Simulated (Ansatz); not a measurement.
Results of HSE06 in Ansatz (plane waves, PAW) for MnSO4 (Cmcm, No. 63).

Run with plane-wave cutoff 500 eV, 6×6×4 k mesh (along the axes of the cell as run), gaussian smearing 0.02 eV, spin-polarised start, scalar-relativistic PAW data made under PBE.

Cell (relaxed with r²SCAN):

MnO4S is taken in the orthorhombic space group Cmcm (No. 63), Pearson symbol oS24. Conventional cell: a = 5.2855 Å, b = 8.0598 Å, c = 6.7959 Å, α = 90.00°, β = 90.00°, γ = 90.00°. Mn on 4a sees 2 O at 2.096 Å and 4 O at 2.239 Å (octahedral). S on 4c has 4 O at 1.462–1.500 Å (tetrahedral). O1 on 8g is coordinated by 1 S at 1.500 Å and 2 Mn at 2.239 Å (trigonal planar). O2 on 8f has 1 S at 1.462 Å and 1 Mn at 2.096 Å (bent). (Neighbours: up to the widest gap in distance over summed covalent radii, below 1.35, at either atom; cation-cation and far metal-metal contacts left out.)
(The calculation used a cell of 12 atoms; values per cell refer to that cell.)

**Question.** What does this level give for the band gap?

**Answer.** 
- band gap = 4.87 eV (on the SCF k mesh)

Note: the magnetic order was assumed, not searched for or taken from measurement; cell and atoms aren't relaxed at this level (largest force component 0.43 eV/Å, pressure -0.5 GPa).

Static lattice: no zero-point or thermal effects.

Ansatz is a first-principles code.
